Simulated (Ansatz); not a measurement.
System: L1₀ (CuAu-type) TiAl. Method: revPBE in Ansatz (PAW).

Numerical settings: plane-wave cutoff 520 eV, 20×20×14 k mesh (along the axes of the cell as run), Fermi–Dirac smearing 0.05 eV, no spin polarisation, scalar-relativistic PAW data made under PBE.

Equation-of-state points:

| V (Å³/atom) | E − E_lowest (meV/atom) | P (GPa) |
|---|---|---|
| 15.866 | 9.63 | 4.82 |
| 16.196 | 2.33 | 2.29 |
| 16.527 | 0.00 | 0.00 |
| 16.857 | 2.18 | -2.08 |
| 17.188 | 8.43 | -3.96 |

**Question.** Estimate the bulk modulus from the pressures at 16.196 and 16.857 Å³/atom, and compare it with a fit to all energies.

**Answer.** B = −V dP/dV. Between V = 16.196 and 16.857 Å³/atom, dP/dV = (-2.08 − (2.29))/(16.857 − 16.196) = -6.61 GPa per Å³/atom; at the midpoint 16.526 Å³/atom this gives B ≈ 109 GPa. The third-order Birch–Murnaghan fit gives V0 = 16.527 Å³/atom, B0 = 109 GPa, B′ = 3.9, which lies within 1 % of that estimate.

Shape and atoms are relaxed at each volume.

Note: the bulk modulus comes from volumes at which shape and atoms were relaxed.

Computed values are for the static lattice.

Ansatz is a program for electronic structure.
